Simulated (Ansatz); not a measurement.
Take an 8-atom supercell of Pt in the fcc (Cu type) structure (space group Fm-3m, No. 225) at its relaxed geometry as the base.

```yaml
crystal:
  lattice:
    - [0.00000, 3.97027, 3.97027]
    - [3.97027, 0.00000, 3.97027]
    - [3.97027, 3.97027, 0.00000]
  atoms:
    - { symbol: Pt, position: [0.00000, 0.00000, 0.00000] }
    - { symbol: Pt, position: [0.00000, 0.00000, 0.50000] }
    - { symbol: Pt, position: [0.00000, 0.50000, 0.00000] }
    - { symbol: Pt, position: [0.00000, 0.50000, 0.50000] }
    - { symbol: Pt, position: [0.50000, 0.00000, 0.00000] }
    - { symbol: Pt, position: [0.50000, 0.00000, 0.50000] }
    - { symbol: Pt, position: [0.50000, 0.50000, 0.00000] }
    - { symbol: Pt, position: [0.50000, 0.50000, 0.50000] }
```

Level of theory: Ansatz (an electronic-structure program) PBE, no SOC.

Before the change:

| Property | Value |
|---|---|
| Pressure | -0.1 GPa |

Now apply this change: a neutral H interstitial (started 1.99 Å from the nearest host atom), atoms relaxed at fixed cell, starting from a slightly rattled geometry.

Estimate the effect on the final site of the added atom, pressure and largest displacement of a host atom from its site in the perfect cell.

The final site of the added atom amounts to 6 Pt at 1.84–2.22 Å; the pressure increases by 6.7 GPa (-0.1 GPa → 6.6 GPa); the largest displacement of a host atom from its site in the perfect cell is 0.03 Å.

The cell is small, so the values are those of an ordered compound at a high defect concentration; dilute-limit values will differ. All final runs are without spin polarisation. The defect cell is not spin-polarised.
